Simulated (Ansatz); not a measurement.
The parent structure is SiC in the zinc blende structure (space group F-43m, No. 216).

```yaml
crystal:
  lattice:
    - [0.00000, 2.18988, 2.18988]
    - [2.18988, 0.00000, 2.18988]
    - [2.18988, 2.18988, 0.00000]
  atoms:
    - { symbol: Si, position: [0.00000, 0.00000, 0.00000] }
    - { symbol: C, position: [0.25000, 0.25000, 0.25000] }
```

The values are results of PBE, PAW, 420 eV (Ansatz, a first-principles code; no spin-orbit coupling), not measurements.

Before the change:

The smallest direct gap comes out as 4.53 eV, the electron mass is 0.68 mₑ along k, 0.23 mₑ across (at X) and the band gap comes out as 1.37 eV.

Modification: an isotropic linear strain of +2.50 %, atoms relaxed at fixed cell.

Task: How does this affect the smallest direct gap, electron mass, band gap and energy relative to the base?

Result: The smallest direct gap drops by 0.08 eV, from 4.53 eV to 4.45 eV; the electron mass goes from 0.68 mₑ along k, 0.23 mₑ across (at X) to 0.71 mₑ along k, 0.23 mₑ across (at X); the band gap goes up by 0.063 eV to 1.44 eV; the energy goes up by 36 meV/atom.

Effective masses come from finite differences of ±0.01 Å⁻¹. Along k means along the line from Γ to the band edge. No phonon test of stability was made.
